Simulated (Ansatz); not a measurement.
Take ZnCu₂SnS₄ (space group I-4, No. 82; a = 5.468 Å, c = 10.935 Å) as the base.

The values are results of DFT with PBE, PAW potentials and a 420 eV plane-wave cutoff in Ansatz (a quantum-chemistry and plane-wave program), spin-orbit coupling left out, not measurements.

Strains are applied to the cell and any free atomic positions relax.

One change was made to it. Results:

The energy goes up by 8.3 meV/atom; the pressure (mean of the normal stresses, compression positive) goes from zero to -2.7 GPa; the valley order (the lowest conduction-band minima on the path, energy above the VBM, named in the base's zone) becomes Γ 0.04 eV; X (0, 0, 1/2) 0.44 eV (base: Γ 0.05 eV; X (0, 0, 1/2) 0.47 eV).

Q: Name the change that was made.
(A) isotropic strain +0.75 %
(B) isotropic strain +1.50 %
(C) isotropic strain +3.00 %

A: B, isotropic strain +1.50 %. For comparison, the valley order in the other runs: isotropic strain +3.00 % gives Γ 0.04 eV; X (0, 0, 1/2) 0.38 eV; isotropic strain +0.75 % gives Γ 0.01 eV; X (0, 0, 1/2) 0.44 eV.

No phonon test of stability was made. The final runs are not spin-polarised. Gaps under 0.05 eV, about the width of the smearing, are given as zero.
